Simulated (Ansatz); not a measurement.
**Response to strain in Al**

Consider Al in the fcc (Cu type) structure (space group Fm-3m, No. 225; relaxed with 0.1 eV smearing).

```xyz
1
Lattice="0.0000 1.9962 1.9962 1.9962 0.0000 1.9962 1.9962 1.9962 0.0000" Properties=species:S:1:pos:R:3 pbc="T T T"
Al     0.0000     0.0000     0.0000
```

Cartesian axes are those of the cell as printed.

Strains are applied to the cell and any free atomic positions relax; under biaxial strain the out-of-plane vector relaxes too.

Calculations: r2SCAN (Ansatz, a program for electronic structure), spin-orbit coupling left out, earlier PAW set.

Candidates:
(a) tensor shear ε_yz = −1.43 %
(b) biaxial strain −3.83 %, plane normal [111], relaxed out of plane
(c) biaxial strain −4.97 %, plane normal [111], relaxed out of plane
(d) uniaxial strain ε_xx = +5.77 %

Notes on the quantities. energy relative to the base: free energy F.

### Question
Order them by energy relative to the base, highest first.

### Answer
(c) biaxial strain −4.97 %, plane normal [111], relaxed out of plane (+52 meV/atom), (b) biaxial strain −3.83 %, plane normal [111], relaxed out of plane (+29 meV/atom), (d) uniaxial strain ε_xx = +5.77 % (+20 meV/atom), (a) tensor shear ε_yz = −1.43 % (+1.7 meV/atom)

Stability against distortions was not tested.
